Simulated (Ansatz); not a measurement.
## CaSi (Cmcm, No. 63)

Level of theory: r²SCAN+rVV10 in Ansatz (PAW).

Settings: plane-wave cutoff 500 eV, 10×10×10 k mesh, Fermi–Dirac smearing 0.05 eV, scalar-relativistic PAW data made under PBE.

Cell (relaxed at this level):

```cif
data_Ca4Si4
_chemical_formula_sum 'Ca4 Si4'
_space_group_name_H-M_alt 'Cmcm'
_space_group_IT_number 63
_space_group_name_Hall '-C 2c 2'
_cell_length_a 4.52987
_cell_length_b 10.66111
_cell_length_c 3.89453
_cell_angle_alpha 90.000
_cell_angle_beta 90.000
_cell_angle_gamma 90.000
loop_
_atom_site_label
_atom_site_type_symbol
_atom_site_symmetry_multiplicity
_atom_site_Wyckoff_symbol
_atom_site_fract_x
_atom_site_fract_y
_atom_site_fract_z
_atom_site_occupancy
Ca1 Ca 4 c 0.00000 0.13855 0.25000 1
Si1 Si 4 c 0.00000 0.43111 0.25000 1
```
(The calculation used a cell of 4 atoms; values per cell refer to that cell.)

| Quantity | Value |
|---|---|
| band gap | zero (no gap) |

Static lattice: no zero-point or thermal effects.

Cost on a shared machine: around 3 core-minutes (rough).

Ansatz is a program for electronic structure.
